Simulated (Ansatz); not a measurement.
For NbRh3 (Pm-3m), PBEsol, DFPT electron-phonon coupling, linearised Boltzmann equation run with Ansatz (a program for electronic structure) gives a transport coupling λ_tr = 0.243 and a Drude plasma energy ħω_p = 5.74 eV.

Estimate the resistivity at 300 K from the high-temperature formula ρ = 2π λ_tr k_B T / (ħ ε₀ ω_p²), and say how the full Boltzmann solution compares.

The scattering rate is 1/τ = 2π λ_tr k_B T/ħ = 6.00e13 s⁻¹ and ω_p = 8.72e15 s⁻¹, so ρ ≈ 8.91 μΩ·cm. The Boltzmann solution gives 8.20 μΩ·cm, 0.92 times the estimate.

A metal at this level (no band gap). Only scattering by harmonic phonons is included (no impurities, grain boundaries, electron-electron scattering or thermal expansion). Spin-orbit coupling is left out. The run warned that the eigensolver left some states short of its tolerance. Halving the electron mesh (24x24x24) moves the resistivity by up to 4 % at 300 K, the coupling by up to 3 %. Smearing 0.20 eV; phonons on a 4x4x4 q mesh, which this run doesn't test.

Formula and space group known from diffraction (Crystallography Open Database), not checked to be the room-temperature form: NbRh3 (Pm-3m).
